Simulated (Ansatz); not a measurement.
The starting structures come from a database of crystals and need not be the phases stable at ambient conditions.

 Where the default PAW files enter, the runs use the earlier of Ansatz's two default sets.

The decay constant κ of evanescent states in the gap governs leakage through a thin film.

Consider the following.

```yaml
crystal:
  lattice:
    - [4.58461, 0.00000, 0.00000]
    - [1.38609, 6.75920, 0.00000]
    - [0.00000, 0.00000, 5.14523]
  atoms:
    - { symbol: Rb, position: [0.76907, 0.76158, 0.25000] }
    - { symbol: Rb, position: [0.23093, 0.23842, 0.75000] }
    - { symbol: H, position: [0.47894, 0.39446, 0.25000] }
    - { symbol: H, position: [0.52106, 0.60554, 0.75000] }
    - { symbol: S, position: [0.73489, 0.25989, 0.25000] }
    - { symbol: S, position: [0.26511, 0.74011, 0.75000] }
```

Space group of this cell: P2_1/m. The cell is taken as given.

Transport runs along the normal of the first two printed cell vectors.

The gap is the functional's own, uncorrected, and κ follows it; spin-orbit coupling is left out. Mid-gap values are interpolated between the computed energies.

Task: Compute, with PBEsol in Ansatz (a first-principles code), the band gap and the smallest decay constant κ at mid-gap.

Result: Gap 3.00 eV on a 8×6×6 mesh; κ = 0.267 1/Å, at the zone centre.
